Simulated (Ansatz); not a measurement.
# A self-consistent single point of the (100) slab of Hf (cut from a parent of space group no. 225; 4 atoms in the cell) with Ansatz

Method: LDA (PW92), default PAW files made with PBE (plane waves; Ansatz, a first-principles code).

Input:

Ansatz 0.2 input:
```yaml
crystal:
  lattice:
    - [3.176947, 0.000000, 0.000000]
    - [-3.176947, 3.176947, 0.000000]
    - [0.000000, 0.000000, 20.739289]
  atoms:
    - { symbol: Hf, position_ang: [0.000000, 0.000000, 9.246384] }
    - { symbol: Hf, position_ang: [-1.588474, 1.588474, 7.000008] }
    - { symbol: Hf, position_ang: [0.000000, 0.000000, 13.739281] }
    - { symbol: Hf, position_ang: [-1.588474, 1.588474, 11.492905] }
basis:
  ecutwfc: 420.0
kpoints:
  mp_grid: { grid: [13, 13, 1] }
hamiltonian:
  xc: lda
  pseudopotentials: { kind: paw }
scf:
  occupations: { method: fermi_dirac, width: 0.1 }
output:
  forces: true
  eigenvalues: true
  stress: true
```

Output, abridged:

```
WARN ansatz: RAYON_NUM_THREADS=1 ignored (pool sized by the plan → 1); use --threads N
Pseudopotentials: kind: paw
Pseudopotential: Hf, paw, valence charge 26
Crystal: 4 atoms, lattice volume = 209.321 Å³
Basis set: ecut = 420 eV, 4101 PW (Γ)
Bands: 63, of which v1, the nominal top of the filled ones, is band 52 counted from 1 (51 counted from 0)
Symmetry: 16 space group operations
Space group: P4/nmm (ITA 129), of the structure as read, at distance tolerance 5.9e-5 Å
k-points: 28 of 169
PAW frozen core: Hf, regenerated for the run's functional, and the local potential with it
Initial density: superposition of atomic densities (neutral atoms: chi_scale 0, normalization atom), corrected by the library's trained network
Initial wavefunctions: pseudopotential atomic-orbital guess
Eigensolver: davidson
Functional: x = slater, c = lda
SCF iter   1: F=—  HF=-61904.573531 eV  |F-HF|=—  |Δ(HF+E_count)|=         —  Δρ=6.03e-3  dr2=1.52e0  ethr=1.77e-3  ⟨swp⟩=5.0  Hψ=5664  notcnv=0
all-band conjugate gradients solve this SCF's bands
preconditioner: auto → LDOS
SCF iter   2: F=—  HF=-61904.519918 eV  |F-HF|=—  |Δ(HF+E_count)|=   5.36e-2  Δρ=2.70e-3  dr2=5.38e-2  ethr=1.46e-3  ⟨swp⟩=2.1  Hψ=2285  notcnv=0  defer=3
SCF iter   3: F=—  HF=-61904.516906 eV  |F-HF|=—  |Δ(HF+E_count)|=   3.01e-3  Δρ=1.82e-3  dr2=3.12e-2  ethr=5.17e-5  ⟨swp⟩=2.0  Hψ=3523  notcnv=0  defer=3
SCF iter   4: F=—  HF=-61904.511306 eV  |F-HF|=—  |Δ(HF+E_count)|=   5.60e-3  Δρ=4.85e-4  dr2=5.90e-3  ethr=3.00e-5  ⟨swp⟩=2.0  Hψ=2772  notcnv=0  defer=3
SCF iter   5: F=—  HF=-61904.511093 eV  |F-HF|=—  |Δ(HF+E_count)|=   2.13e-4  Δρ=2.09e-4  dr2=2.80e-4  ethr=5.67e-6  ⟨swp⟩=1.5  Hψ=1783  notcnv=0  defer=3
SCF iter   6: F=—  HF=-61904.511021 eV  |F-HF|=—  |Δ(HF+E_count)|=   7.21e-5  Δρ=8.09e-5  dr2=6.35e-5  ethr=2.70e-7  ⟨swp⟩=2.0  Hψ=3162  notcnv=0  defer=3
SCF iter   7: F=—  HF=-61904.511176 eV  |F-HF|=—  |Δ(HF+E_count)|=   1.55e-4  Δρ=3.46e-5  dr2=5.88e-6  ethr=6.11e-8  ⟨swp⟩=2.0  Hψ=1980  notcnv=0  defer=2
SCF iter   8: F=—  HF=-61904.511176 eV  |F-HF|=—  |Δ(HF+E_count)|=   5.13e-7  Δρ=1.48e-5  dr2=6.29e-7  ethr=5.65e-9  ⟨swp⟩=2.0  Hψ=3076  notcnv=0  defer=2
SCF iter   9: F=-61904.511177 eV  HF=-61904.511177 eV  |F-HF|=5.11e-9  |Δ(HF+E_count)|=   3.75e-7  Δρ=5.62e-6  dr2=6.44e-8  ethr=9.62e-11  ⟨swp⟩=8.4  Hψ=9017  notcnv=0
SCF 1 converged in 9 iterations: F = -61904.511177 eV  dr2 = 6.44e-8
SCF converged after 9 iterations
Free energy (F): -61904.511177 eV
Harris-Foulkes:  -61904.511177 eV  (|F-HF|=5.11e-9)
Internal energy: -61904.249653 eV  (E = F + TS)
E sigma→0 (E₀):  -61904.380415 eV
Entropy (-TS):   -0.261524 eV (-65.381 meV/atom)
Fermi energy:    6.054142 eV
--- Per-component energies (eV) ---
  E_band       = -1298.075428
  E_kinetic    = 1690.457999
  E_local      = -132132.158425  (includes V_loc(G=0)·N_el)
  E_nonlocal   = -4933.060670
  E_hartree    = 64736.884158
  E_xc         = -1184.296983
  E_vxc        = -1058.438125  (∫ρ·V_xc dr)
  E_paw        = -26740.602094  (= ΣΔE_a)
  E_vpaw       = 5661.368906  (= ΣTr[D̂ρ^β])
  E_aug_tail   = -0.000006  (compensation charges beyond the density's cutoff)
  E_ewald      = 36648.697398
  E_core_change = 9.828970  (= ΣΔE_core)
  E_smearing   = -0.261524  (= −TS)
  E_closure    = 0.000000  (closes the sum)
  Σ components = -61904.511177   (vs F -61904.511177, Δ=0.00e0)
--- Forces (eV/Å), atoms counted from 1 ---
  atom   1  Hf     0.00000000    -0.00000000    -0.86284750
  atom   2  Hf     0.00000000     0.00000000     1.25086598
  atom   3  Hf     0.00000000     0.00000000    -1.25086598
  atom   4  Hf     0.00000000    -0.00000000     0.86284750
  max |Σ_I F_I| component: 2.22e-16 eV/Å
--- Stress (GPa, compression-positive) ---
       -6.477835       0.000000       0.000000
        0.000000      -6.477835       0.000000
        0.000000       0.000000      -4.968915
  P = ⅓ Tr σ = -5.9749 GPa (-59.749 kbar)
  The stress holds the Pulay correction. Without it, at fixed plane waves, as pw.x and ABINIT print it: P = -5.9873 GPa
--- Band table (eV; the first three rows and the last of 28) ---
  k-point 0: bands = ["-56.1519", "-56.1519", "-55.6486", "-55.6093", "-24.9511", "-24.9276", "-24.5489", "-24.5489", "-24.5458", "-24.5458", "-24.4191", "-24.1585", "-24.1585", "-24.0733", "-24.0196", "-24.0196", "-6.2119", "-6.2118", "-6.1839", [...]
  k-point 1: bands = ["-56.1508", "-56.1508", "-55.6469", "-55.6088", "-24.9459", "-24.9260", "-24.5796", "-24.5743", "-24.5462", "-24.5433", "-24.4098", "-24.1905", "-24.1551", "-24.0644", "-24.0411", "-24.0201", "-6.2112", "-6.2112", "-6.1849", [...]
  k-point 2: bands = ["-56.1476", "-56.1476", "-55.6422", "-55.6074", "-24.9317", "-24.9221", "-24.6591", "-24.6435", "-24.5386", "-24.5364", "-24.4016", "-24.2613", "-24.1454", "-24.0951", "-24.0572", "-24.0216", "-6.2096", "-6.2095", "-6.1877", [...]
  k-point 27: bands = ["-56.1136", "-56.1136", "-55.5913", "-55.5907", "-24.9230", "-24.9228", "-24.9121", "-24.9107", "-24.8066", "-24.8060", "-24.5426", "-24.5418", "-24.3338", "-24.3284", "-24.2102", "-24.2037", "-6.2006", "-6.2006", "-6.2005", [...]
```

The run converged in 9 iterations.

The starting cell comes from a database of computed structures (which also holds hypothetical and non-ambient phases and stackings), without a prior relaxation at this level. The slab is cut from that crystal, and its faces are unrelaxed. Its lattice was rescaled by up to half a per cent. Spin-orbit coupling is off. Forces in this geometry exceed 1 eV/Å.
